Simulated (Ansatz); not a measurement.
The starting structures come from a database of crystals and need not be the phases stable at ambient conditions.

By PBEsol, the system below comes out a metal.

A figure of merit of an interconnect metal is its ballistic conductance per area.

Given:

```xyz
2
Lattice="3.3173 0.0000 0.0000 0.0000 4.6914 0.0000 0.0000 2.3457 2.3457" Properties=species:S:1:pos:R:3 pbc="T T T"
Zr     1.6587     2.3457     0.0000
Ir     0.0000     0.0000     0.0000
```

The cell is taken as given; by PBEsol it stands under a pressure of -8.4 GPa.

The current flows along the normal of the first two printed cell vectors, the (110) plane of the conventional cell. No spin-orbit coupling; the value is a mean over 0.1 eV about the Fermi level.

Task: Give the ballistic conductance per area that PBEsol run with Ansatz (an electronic-structure program) yields.

Result: 1.2 × 10¹⁵ S/m² for both spins.
